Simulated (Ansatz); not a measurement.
Worked calculations on one periodic cell of amorphous Al$_{28}$O$_{43}$Ag$_{2}$: Al28O43Ag2, 73 atoms, volume 817.5 Å³, made by a melt-quench on the CHGNet potential and relaxed with DFT. O atoms were pushed apart under 1.9 Å during the dynamics, to hinder bonds among them. It is a model cell: composition and starting density were chosen by hand, and all elements were melted together. Cycles of charging were run to anneal it. Calculation: PBE, scalar-relativistic without spin-orbit coupling (plane waves to 420 eV, PAW; Ansatz, a quantum-chemistry and plane-wave program). Sampling: a 2×2×2 Γ-centred mesh; Fermi-Dirac width 0.02 eV; no spin polarisation. Its volume was relaxed, its shape was free, and it stands at a mean pressure of 0.0 GPa with stress components up to 0.1 GPa; the relaxation ran on the zone centre alone. Its density went from a set 3.39 to 3.37 g/cm³. The cell is small and was quenched far faster than a real film, so it is one sample of the glass.

Four energies for an added electron at PBE on the zone centre alone (charged cells in a uniform background, spin-polarised): neutral at the neutral geometry -54721.392 eV; charged at the neutral geometry -54712.857 eV; charged and relaxed -54712.937 eV; neutral at the charged geometry -54721.235 eV.

Problem. Find the two relaxation energies and their sum, the reorganisation energy.

Solution. On charging: -54712.857 − (-54712.937) = 0.080 eV. On discharging: -54721.235 − (-54721.392) = 0.157 eV. The sum is 0.237 eV. The carrier's level spreads over 31 of the 73 atoms' worth, more than a fifth of the atoms or a third of the atoms of its main element (six at least), and the sum is small, so it counts as a band carrier, whose relaxation energy shrinks as the cell grows. PBE's self-interaction favours spread-out carriers, so a hybrid can localise more.

Four energies for a hole at PBE on the zone centre alone (charged cells in a uniform background, spin-polarised): neutral at the neutral geometry -54721.392 eV; charged at the neutral geometry -54727.362 eV; charged and relaxed -54727.696 eV; neutral at the charged geometry -54720.845 eV.

Problem. Find the two relaxation energies and their sum, the reorganisation energy.

Solution. On charging: -54727.362 − (-54727.696) = 0.334 eV. On discharging: -54720.845 − (-54721.392) = 0.547 eV. The sum is 0.881 eV. The carrier's level spreads over 5 of the 73 atoms' worth, so it counts as localised, most on one Ag atom with neighbours O 2.21 Å, O 2.23 Å, O 2.43 Å (neutral geometry). The values are uncorrected: the image energy of a point charge in this cell, 2.84 × 14.40 / (2 × 9.4) = 2.2 eV before screening, is screened by electrons alone at the fixed geometry and by ions too after relaxing, and the carrier can be spread before it relaxes, so each term can be off by up to that value times 1/ε∞, some tenths of an eV. PBE's self-interaction favours spread-out carriers, so a hybrid can localise more.
